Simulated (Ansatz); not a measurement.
Elastic constant C33 of wurtzite BN (high-pressure phase) at several levels of theory

No measured value is used here.

| level (code) | value (GPa) | cell (Å³/atom) |
|---|---|---|
| LDA (Ansatz) | 1094 | 5.76 |
| PBE (Ansatz) | 1009 | 5.97 |
| PBEsol (Ansatz) | [?] | 5.88 |
| r²SCAN (Ansatz) | 1064 | 5.90 |
| PBE0 (Ansatz) | 1099 | 5.83 |

**Question.** Some entries are withheld; supply them.

**Answer.** 
- PBEsol (Ansatz, a quantum-chemistry and plane-wave program), value (GPa): 1048

Each level is taken at its own relaxed cell. Cutoffs and k meshes differ between the levels. Ansatz's density-functional and Hartree–Fock values are scalar-relativistic unless marked +SOC, with PAW data made under PBE.
